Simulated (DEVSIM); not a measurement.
Device: Co/SiON/SiO2/n-Si capacitor, at 300 K.

| layer (left to right) | material | thickness (nm) | Nd (cm⁻³) |
|---|---|---|---|
| 1 | SiON | 8.30 | - |
| 2 | SiO2 | 1.30 | - |
| 3 | Si | 8300 | 2.4e15 |

Metal gate on the left, work function 5 eV. Fixed charge at the semiconductor interface 0 cm⁻² (in units of +e); no interface traps.

The device is made up for the run: typed textbook-type constants, with dimensions and the other settings drawn at random. Values at 300 K.

| parameter | SiON | SiO2 | Si |
|---|---|---|---|
| gap (eV) | 7 | 9 | 1.124 |
| affinity (eV) | 1.4 | 0.9 | 4.05 |
| permittivity | 5.5 | 3.9 | 11.7 |
| Nc (cm⁻³) | - | - | 2.86e19 |
| Nv (cm⁻³) | - | - | 3.1e19 |

DEVSIM, 1D Poisson equation in equilibrium, Boltzmann statistics, complete ionisation; no quantum confinement or tunnelling. Metal contacts follow the ideal Schottky-Mott rule: no Fermi-level pinning, no interface dipoles.

Q: Tabulate band edges, carrier densities and field at 0.2 V on the gate.

A: Energies count from the Fermi level of the right contact; mesh points crowd at the junctions.

```tsv
x (μm)	Ec (eV)	Ev (eV)	n (cm⁻³)	p (cm⁻³)	field (V/cm)
0.000	3.400	-3.600	< 1e2	< 1e2	-39000
0.001583	3.394	-3.606	< 1e2	< 1e2	-39000
0.004423	3.383	-3.617	< 1e2	< 1e2	-39000
0.007136	3.373	-3.627	< 1e2	< 1e2	-39000
0.008738	3.866	-5.134	< 1e2	< 1e2	-54000
0.009494	3.861	-5.138	< 1e2	< 1e2	-54000
0.01115	0.708	-0.416	3.6e7	3.2e12	-18000
0.01761	0.697	-0.427	5.7e7	2.0e12	-18000
0.03213	0.671	-0.453	1.5e8	7.6e11	-17000
0.06760	0.612	-0.512	1.5e9	7.8e10	-16000
0.1612	0.479	-0.645	2.6e11	4.5e8	-12000
0.5439	0.252	-0.872	1.7e15	69000	-1100
1.345	0.243	-0.881	2.4e15	48000	≈ 0
3.462	0.243	-0.881	2.4e15	48000	≈ 0
6.859	0.243	-0.881	2.4e15	48000	≈ 0
7.729	0.243	-0.881	2.4e15	48000	≈ 0
8.086	0.243	-0.881	2.4e15	48000	≈ 0
8.221	0.243	-0.881	2.4e15	48000	≈ 0
8.285	0.243	-0.881	2.4e15	48000	≈ 0
8.301	0.243	-0.881	2.4e15	48000	≈ 0
8.307	0.243	-0.881	2.4e15	48000	≈ 0
8.310	0.243	-0.881	2.4e15	48000	≈ 0
```
